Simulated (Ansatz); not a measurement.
Level of theory: PBE (plane waves to 420 eV, PAW; Ansatz, a program for electronic structure).

Electrostatic potential energy of an electron, averaged over planes parallel to the surface, in eV from the Fermi level, for CO on the 1x1 (110) surface of bcc W, one in a 2x2 cell, started at the site 'top W':

(z (Å), V (eV)): (5.20, 4.82); (5.49, 4.81); (5.78, 4.81); (6.07, 4.81); (6.36, 4.80); (6.64, 4.77); (6.93, 4.73); (7.22, 4.63); (7.51, 4.45); (7.80, 4.07); (8.09, 3.31); (8.38, 1.82); (8.67, -1.11); (8.96, -7.22); (9.24, -15.18); (9.53, -20.65); (9.82, -21.01); (10.11, -16.18); (10.40, -8.63); (10.69, -3.58); (10.98, -4.79); (11.27, -11.52); (11.56, -18.75); (11.84, -22.00); (12.13, -19.69); (12.42, -12.89); (12.71, -5.48); (13.00, -2.62); (13.29, -5.49); (13.58, -12.89); (13.87, -19.65); (14.16, -21.93); (14.44, -18.65); (14.73, -11.41); (15.02, -4.63); (15.31, -3.28); (15.60, -8.03); (15.89, -15.57); (16.18, -20.69); (16.47, -20.74); (16.76, -15.63); (17.04, -7.76); (17.33, -1.39); (17.62, 1.51); (17.91, 2.16); (18.20, 1.30); (18.49, 0.95); (18.78, 2.11); (19.07, 2.98); (19.36, 2.58); (19.64, 2.55); (19.93, 3.48); (20.22, 4.78); (20.51, 5.28); (20.80, 5.41); (21.09, 5.45); (21.38, 5.46); (21.67, 5.47); (21.96, 5.47); (22.24, 5.47); (22.53, 5.47); (22.82, 5.47); (23.11, 5.47); (23.40, 5.47); (23.69, 5.47); (23.98, 5.47)

Slab: 18 atoms, 6.6 Å thick at the start under the adsorbate (thin: gaps and levels are the slab's own); k 6x6x1, smearing 0.1 eV, dipole-corrected; 8 atoms held, the rest relaxed; start symmetry kept, larger cells not searched; no spin, no spin-orbit, no U, no dispersion correction. At the end it is bonded to W. In PBE this state lies 0.06 eV over the lowest of the starts that converged ('hollow W-W-W').

Question: The surface cell has an area of 28.68 Å². What dipole along the normal does the step between the two vacuum levels imply?

Answer: the top vacuum level lies 0.65 eV above the bottom one; p = −ε₀ A ΔV (ε₀ = 0.005526 e/(V·Å)) gives -0.10 e·Å a cell.
